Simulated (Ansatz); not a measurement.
# A computed series for LaReN3: response to strain

Consider LaReN3 in the cubic perovskite structure (space group Pm-3m, No. 221; a cell from a computed database, its experimental status unchecked).

```xyz
5
Lattice="3.9219 0.0000 0.0000 0.0000 3.9219 0.0000 0.0000 0.0000 3.9219" Properties=species:S:1:pos:R:3 pbc="T T T"
La     0.0000     0.0000     0.0000
Re     1.9609     1.9609     1.9609
N      0.0000     1.9609     1.9609
N      1.9609     0.0000     1.9609
N      1.9609     1.9609     0.0000
```

Cartesian axes are those of the cell as printed.

Strains are applied to the cell and any free atomic positions relax; under biaxial strain the out-of-plane vector relaxes too.

Calculations: PBEsol (Ansatz, a quantum-chemistry and plane-wave program; PAW; 420 eV plane waves; no spin-orbit coupling).

Notes on the quantities. energy relative to the base: free energy F.

```csv
variant,volume per atom,energy relative to the base,space group
base,12.06 Å³,0 meV/atom,Pm-3m (No. 221)
"biaxial strain −0.95 %, plane normal [001], relaxed out of plane",11.90 Å³,+4.1 meV/atom,P4/mmm (No. 123)
isotropic strain +3.75 %,13.47 Å³,+115 meV/atom,Pm-3m (No. 221)
uniaxial strain ε_xx = +2.53 %,12.37 Å³,+11 meV/atom,P4/mmm (No. 123)
```

Without a gap, meshes like the base's 12×12×12 leave anisotropic stresses uncertain by several tenths of a GPa, and small strain energies with them. Stability against distortions was not tested. The final runs are not spin-polarised. An odd electron count without spin: LaReN3. Many cubic perovskites are stable only at high temperature; tilts and polar distortions were not tested.
